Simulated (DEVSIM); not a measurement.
Device: InP/In0.53Ga0.47As n-p heterojunction, at 300 K.

```
layer (left to right)        material  thickness (μm)  Nd (cm⁻³)  Na (cm⁻³)  τn (s)  τp (s)
---------------------  --------------  --------------  ---------  ---------  ------  ------
1                                 InP            1.90     6.4e16          -  2.3e-9  2.3e-9
2                      In0.53Ga0.47As            1.00          -     1.1e16  6.9e-9  2.3e-9
```

Left contact: ohmic. Right contact: ohmic. Voltage is applied to the left contact. Recombination: SRH at mid-gap, radiative. Mobility is μmin + (μ − μmin)/(1 + (N/Nref)^α).

Constants are typed, rounded textbook-type inputs, not results; the design itself was drawn at random and stands for no fabricated device. Values at 300 K.

| parameter | InP | In0.53Ga0.47As |
|---|---|---|
| gap (eV) | 1.344 | 0.74 |
| affinity (eV) | 4.38 | 4.51 |
| permittivity | 12.5 | 13.9 |
| Nc (cm⁻³) | 5.7e17 | 2.1e17 |
| Nv (cm⁻³) | 1.1e19 | 7.7e18 |
| μn (cm²/Vs) | 5200 | 12000 |
| μp (cm²/Vs) | 170 | 300 |
| μn,min | 400 | 300 |
| μp,min | 10 | 10 |
| Nref,n | 3e17 | 1.3e17 |
| Nref,p | 4.9e17 | 4.9e17 |
| αn | 0.47 | 0.48 |
| αp | 0.62 | 0.4 |
| B (cm³/s) | 1.2e-10 | 9.6e-11 |

Simulated with DEVSIM: 1D drift-diffusion, Boltzmann statistics, complete ionisation; no tunnelling, impact ionisation, image-force lowering or self-heating. Band offsets follow the typed affinities; no thermionic-emission limit at abrupt steps, no polarisation charge.

**Question.** Tabulate band edges, carrier densities and field at zero bias.

**Answer.** Energies count from the Fermi level of the right contact; mesh points crowd at the junctions.

```json
[
 {"x (μm)": "0.000", "Ec (eV)": "0.057", "Ev (eV)": "-1.288", "n (cm⁻³)": "6.4e16", "p (cm⁻³)": "< 1e2", "field (V/cm)": "≈ 0"},
 {"x (μm)": "0.006496", "Ec (eV)": "0.057", "Ev (eV)": "-1.288", "n (cm⁻³)": "6.4e16", "p (cm⁻³)": "< 1e2", "field (V/cm)": "≈ 0"},
 {"x (μm)": "0.02284", "Ec (eV)": "0.057", "Ev (eV)": "-1.288", "n (cm⁻³)": "6.4e16", "p (cm⁻³)": "< 1e2", "field (V/cm)": "≈ 0"},
 {"x (μm)": "0.06009", "Ec (eV)": "0.057", "Ev (eV)": "-1.288", "n (cm⁻³)": "6.4e16", "p (cm⁻³)": "< 1e2", "field (V/cm)": "≈ 0"},
 {"x (μm)": "0.2059", "Ec (eV)": "0.057", "Ev (eV)": "-1.288", "n (cm⁻³)": "6.4e16", "p (cm⁻³)": "< 1e2", "field (V/cm)": "≈ 0"},
 {"x (μm)": "0.4897", "Ec (eV)": "0.057", "Ev (eV)": "-1.288", "n (cm⁻³)": "6.4e16", "p (cm⁻³)": "< 1e2", "field (V/cm)": "≈ 0"},
 {"x (μm)": "1.093", "Ec (eV)": "0.057", "Ev (eV)": "-1.288", "n (cm⁻³)": "6.4e16", "p (cm⁻³)": "< 1e2", "field (V/cm)": "≈ 0"},
 {"x (μm)": "1.655", "Ec (eV)": "0.057", "Ev (eV)": "-1.288", "n (cm⁻³)": "6.4e16", "p (cm⁻³)": "< 1e2", "field (V/cm)": "≈ 0"},
 {"x (μm)": "1.798", "Ec (eV)": "0.057", "Ev (eV)": "-1.287", "n (cm⁻³)": "6.2e16", "p (cm⁻³)": "< 1e2", "field (V/cm)": "400"},
 {"x (μm)": "1.861", "Ec (eV)": "0.081", "Ev (eV)": "-1.263", "n (cm⁻³)": "2.5e16", "p (cm⁻³)": "< 1e2", "field (V/cm)": "13000"},
 {"x (μm)": "1.886", "Ec (eV)": "0.135", "Ev (eV)": "-1.209", "n (cm⁻³)": "3.1e15", "p (cm⁻³)": "< 1e2", "field (V/cm)": "31000"},
 {"x (μm)": "1.899", "Ec (eV)": "0.182", "Ev (eV)": "-1.161", "n (cm⁻³)": "4.9e14", "p (cm⁻³)": "< 1e2", "field (V/cm)": "43000"},
 {"x (μm)": "1.904", "Ec (eV)": "0.073", "Ev (eV)": "-0.667", "n (cm⁻³)": "1.2e16", "p (cm⁻³)": "4.9e7", "field (V/cm)": "38000"},
 {"x (μm)": "1.917", "Ec (eV)": "0.118", "Ev (eV)": "-0.622", "n (cm⁻³)": "2.2e15", "p (cm⁻³)": "2.8e8", "field (V/cm)": "35000"},
 {"x (μm)": "1.965", "Ec (eV)": "0.270", "Ev (eV)": "-0.470", "n (cm⁻³)": "6.0e12", "p (cm⁻³)": "1.0e11", "field (V/cm)": "28000"},
 {"x (μm)": "2.058", "Ec (eV)": "0.470", "Ev (eV)": "-0.270", "n (cm⁻³)": "2.7e9", "p (cm⁻³)": "2.2e14", "field (V/cm)": "15000"},
 {"x (μm)": "2.292", "Ec (eV)": "0.570", "Ev (eV)": "-0.170", "n (cm⁻³)": "5.6e7", "p (cm⁻³)": "1.1e16", "field (V/cm)": "180"},
 {"x (μm)": "2.630", "Ec (eV)": "0.571", "Ev (eV)": "-0.169", "n (cm⁻³)": "5.4e7", "p (cm⁻³)": "1.1e16", "field (V/cm)": "≈ 0"},
 {"x (μm)": "2.820", "Ec (eV)": "0.571", "Ev (eV)": "-0.169", "n (cm⁻³)": "5.4e7", "p (cm⁻³)": "1.1e16", "field (V/cm)": "≈ 0"},
 {"x (μm)": "2.868", "Ec (eV)": "0.571", "Ev (eV)": "-0.169", "n (cm⁻³)": "5.4e7", "p (cm⁻³)": "1.1e16", "field (V/cm)": "≈ 0"},
 {"x (μm)": "2.889", "Ec (eV)": "0.571", "Ev (eV)": "-0.169", "n (cm⁻³)": "5.4e7", "p (cm⁻³)": "1.1e16", "field (V/cm)": "≈ 0"},
 {"x (μm)": "2.900", "Ec (eV)": "0.571", "Ev (eV)": "-0.169", "n (cm⁻³)": "5.4e7", "p (cm⁻³)": "1.1e16", "field (V/cm)": "≈ 0"}
]
```
